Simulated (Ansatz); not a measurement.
A (5,0) BN nanotube has 20 atoms in a period of 4.307 Å, a mean diameter of 4.15 Å, and lies 332 meV/atom over the flat sheet relaxed at the same level.

Computed with PBE (plane waves to 420 eV, PAW; Ansatz, a first-principles code). Mesh 1×1×8. No spin polarisation. One-dimensional cell, images about 11 Å apart. An idealised model, rolled from the flat sheet. Only distortions within the start's symmetry and period were free.

Task: Which bending rigidity of the sheet does this imply in the thin-plate picture?

Result: A plate bent to radius R stores D/(2R²) an area. The area an atom is π × 4.15 × 4.307/20 = 2.81 Å², so the stored energy is 0.332/2.81 = 0.1181 eV/Å². With R = 2.075 Å, D = 2R² × 0.1181 = 1.0 eV. At this curvature the harmonic plate is a rough guide.
